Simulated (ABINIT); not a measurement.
A self-consistent single point of LaSi3Os (I4mm, 5 atoms in the cell) with ABINIT.

Method of the run: LDA (PW92), PAW (JTH v2.0 LDA PAW) (plane waves; ABINIT).

The change in words: lattice scaled by 0.98. Reference geometry:
```xyz
5
Lattice="-2.1429 2.1429 4.9899 2.1429 -2.1429 4.9899 2.1429 2.1429 -4.9899" Properties=species:S:1:pos:R:3 pbc="T T T"
La     0.0000     0.0000     9.9655
Si     0.0000     0.0000     4.1841
Si     2.1429     0.0000     2.5990
Si     0.0000     2.1429     2.5990
Os     0.0000     0.0000     6.5403
```

Reference input (self-consistent single point, DFT, LDA (PW92), plane waves, PAW (JTH v2.0 LDA PAW)): pseudos = [La.LDA_PW-JTH.xml, Si.LDA_PW-JTH.xml, Os.LDA_PW-JTH.xml]; ecut = 707 eV; pawecutdg = 1415 eV; pawxcdev = 0; ixc = 7; occopt = 7; tsmear = 0.00367493 Ha; ngkpt = 8 8 8; nshiftk = 1; shiftk = 0 0 0; potentials = JTH v2.0 LDA PAW; nband = 22. This run's input differs from it in these lines:

```diff
@@ -3,7 +3,7 @@
 pseudos "La.LDA_PW-JTH.xml, Si.LDA_PW-JTH.xml, Os.LDA_PW-JTH.xml"
-acell 5.8381411367 5.8381411367 5.8381411367 Angstrom
+acell 5.7213780082 5.7213780082 5.7213780082 Angstrom
 rprim
-        -0.3670577586    0.3670577586    0.8547146914
-         0.3670577586   -0.3670577586    0.8547146914
-         0.3670577586    0.3670577586   -0.8547146914
+        -0.3670577258    0.3670577258    0.8547147196
+         0.3670577258   -0.3670577258    0.8547147196
+         0.3670577258    0.3670577258   -0.8547147196
 natom 5
@@ -20,2 +20,3 @@
 pawecutdg 1415 eV
+pawovlp -1
 pawxcdev 0
```

Output (repeated stretches shortened):

```
--- !BeginCycle
solver: {iscf: 17, nstep: 50, nline: 4, wfoptalg: 10, }
tolerances: {toldfe: 1.00E-09, }
...

     iter   Etot(hartree)      deltaE(h)  residm     nres2
 ETOT  1  -60.006781733551    -6.001E+01 1.772E-01 3.773E+01
 ETOT  2  -60.324089734837    -3.173E-01 1.908E-02 2.168E+01
 ETOT  3  -60.281863265725     4.223E-02 6.507E-03 2.746E+00
 ETOT  4  -60.282009224452    -1.460E-04 1.058E-02 7.863E-01
 ETOT  5  -60.281474054076     5.352E-04 1.660E-03 2.915E-02
   [... 26 lines left out ...]
 ETOT 32  -60.282239103954    -1.748E-09 3.797E-05 1.788E-08
 ETOT 33  -60.282239105177    -1.223E-09 2.916E-05 2.081E-10
 ETOT 34  -60.282239106041    -8.640E-10 2.854E-05 3.678E-09
 ETOT 35  -60.282239106644    -6.032E-10 2.298E-05 3.838E-09
 At SCF step   35, etot is converged :
  for the second time, diff in etot=  6.032E-10 < toldfe=  1.000E-09

 Cartesian components of stress tensor (hartree/bohr^3)
  sigma(1 1)= -1.28033490E-04  sigma(3 2)=  0.00000000E+00
  sigma(2 2)= -1.28033490E-04  sigma(3 1)=  0.00000000E+00
  sigma(3 3)= -1.66335279E-04  sigma(2 1)=  0.00000000E+00

 ----iterations are completed or convergence reached----

 reduced coordinates (array xred) for    5 atoms
       0.998560000000      0.998560000000      0.000000000000
       0.419250000000      0.419250000000      0.000000000000
       0.260420000000      0.760420000000      0.500000000000
       0.760420000000      0.260420000000      0.500000000000
       0.655350000000      0.655350000000      0.000000000000
 cartesian forces (eV/Angstrom) at end:
   [... lines left out ...]
 Fermi (or HOMO) energy (hartree) =   0.28080   Average Vxc (hartree)=  -0.42972
   [... lines left out ...]
'-kT*entropy'       : -2.92785839685352E-04
total_energy        : -6.02822550248459E+01
total_energy_eV     : -1.64036358142750E+03
...

-Cartesian components of stress tensor (GPa)         [Pressure=  4.1425E+00 GPa]
- sigma(1 1)= -3.76687470E+00  sigma(3 2)=  0.00000000E+00
- sigma(2 2)= -3.76687470E+00  sigma(3 1)=  0.00000000E+00
- sigma(3 3)= -4.89375205E+00  sigma(2 1)=  0.00000000E+00

 Calculation completed.
```

The run converged in 35 iterations. Against the reference run the free energy falls by 3.9 meV/atom, the pressure goes from -4.83 to 4.14 GPa and the largest force goes from 0.110 to 0.309 eV/Å.

The starting cell comes from a database of computed structures (which also holds hypothetical and non-ambient phases and stackings), without a prior relaxation at this level. For this run, on top of that: lattice scaled by 0.98. Spin polarisation is off. With a pressure of about 4 GPa the cell is away from its equilibrium volume at this level.

Cost on one core of a shared machine: roughly 7 min.
